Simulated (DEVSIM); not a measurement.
## Si/Ge p-n heterojunction

System: Si/Ge p-n heterojunction, at 400 K.

```
layer (left to right)  material  thickness (μm)  Nd (cm⁻³)  Na (cm⁻³)  τn (s)  τp (s)
---------------------  --------  --------------  ---------  ---------  ------  ------
1                            Si            1.80          -     4.6e16  1.3e-6  4.3e-6
2                            Ge           0.690     2.4e15          -  4.3e-6  4.3e-6
```

Left contact: ohmic. Right contact: ohmic. Voltage is applied to the left contact. Recombination: SRH at mid-gap. Mobility is μmin + (μ − μmin)/(1 + (N/Nref)^α).

This is a model device: material constants are rounded textbook-type values typed into the input, and sizes, dopings and lifetimes were drawn at random. Values at 300 K; Nc and Nv go as T^1.5, mobilities as T to minus their exponent, the gap by Varshni's rule with the affinity fixed.

```csv
parameter,Si,Ge
gap (eV),1.124,0.664
affinity (eV),4.05,4
permittivity,11.7,16
Nc (cm⁻³),2.86e19,1.04e19
Nv (cm⁻³),3.1e19,6e18
μn (cm²/Vs),1417,3900
μp (cm²/Vs),470,1900
"μn,min",52,150
"μp,min",45,100
"Nref,n",9.7e16,2.6e17
"Nref,p",2.2e17,4e17
αn,0.68,0.56
αp,0.72,0.6
T exponent of μn,2.3,1.66
T exponent of μp,2.2,2.33
Varshni α (eV/K),0.000473,0.000477
Varshni β (K),636,235
```

Simulated with DEVSIM: 1D drift-diffusion, Boltzmann statistics, complete ionisation; no tunnelling, impact ionisation, image-force lowering or self-heating. Band offsets follow the typed affinities; no thermionic-emission limit at abrupt steps, no polarisation charge.

```yaml
potential_step_across_the_device_at_zero_bias: 0.612 V
largest_field_in_the_device_at_zero_bias: 72000 V/cm
Dark forward voltage at 100 A/cm²: 0.241 V
```

Dark forward current:

```json
[
 {"V (V)": "0.05", "J (A/cm²)": "2.6"},
 {"V (V)": "0.10", "J (A/cm²)": "9.6"},
 {"V (V)": "0.15", "J (A/cm²)": "26"},
 {"V (V)": "0.20", "J (A/cm²)": "59"},
 {"V (V)": "0.25", "J (A/cm²)": "110"},
 {"V (V)": "0.30", "J (A/cm²)": "190"},
 {"V (V)": "0.35", "J (A/cm²)": "290"},
 {"V (V)": "0.40", "J (A/cm²)": "430"},
 {"V (V)": "0.45", "J (A/cm²)": "590"},
 {"V (V)": "0.50", "J (A/cm²)": "780"},
 {"V (V)": "0.55", "J (A/cm²)": "1000"},
 {"V (V)": "0.60", "J (A/cm²)": "1300"},
 {"V (V)": "0.65", "J (A/cm²)": "1500"},
 {"V (V)": "0.70", "J (A/cm²)": "1900"},
 {"V (V)": "0.75", "J (A/cm²)": "2200"}
]
```
